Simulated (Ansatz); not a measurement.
## A constructed model of the (111) surface of fcc Rh, (√3x√3)R30° layer of C, one a cell, on the site that continues the host's stacking (bottom of the slab: a bare face, its two planes held)

Level of theory: PBE (plane waves to 420 eV, PAW; Ansatz, a first-principles code).

Set-up: 19 atoms, 12.7 Å thick at the start with caps and adatoms (thin: gaps and levels are the slab's own); mesh 9x9x1; 0.1 eV smearing; dipole correction on; 6 atoms held, the rest relaxed; held to the start's symmetry, so lower structures may exist; no spin, no spin-orbit, no U. It is one candidate, not shown to be the stable structure of the face.

| Quantity | Value |
|---|---|
| work function of the top face | 5.71 eV |
| energy released by relaxation | 1.92 eV |
| cost | about 6 core-minutes (a rough figure) |
